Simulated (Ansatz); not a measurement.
MnCl₂ (R-3m, No. 166) was calculated with r²SCAN+rVV10 (Ansatz, a first-principles code, plane waves, PAW).

Run with plane-wave cutoff 560 eV, 10×10×10 k mesh, Fermi–Dirac smearing 0.01 eV, spin-polarised start, scalar-relativistic PAW data made under PBE.

Cell (relaxed at this level):

```cif
data_Cl2Mn
_chemical_formula_sum 'Mn1 Cl2'
_space_group_name_H-M_alt 'P 1'
_space_group_IT_number 1
_cell_length_a 6.18755
_cell_length_b 6.18755
_cell_length_c 6.18755
_cell_angle_alpha 34.506
_cell_angle_beta 34.506
_cell_angle_gamma 34.506
loop_
_space_group_symop_operation_xyz
  'x, y, z'
loop_
_atom_site_label
_atom_site_type_symbol
_atom_site_fract_x
_atom_site_fract_y
_atom_site_fract_z
_atom_site_occupancy
Mn1 Mn 0.00000 0.00000 0.00000 1
Cl1 Cl 0.74623 0.74623 0.74623 1
Cl2 Cl 0.25377 0.25377 0.25377 1
```

Question: Estimate the band gap and Γ–Γ gap that the calculation returns.

Answer: 
- band gap: 2.72 eV (on the SCF k mesh)
- Γ–Γ gap: 3.31 eV

Note: the magnetic order was assumed, not searched for or taken from measurement.
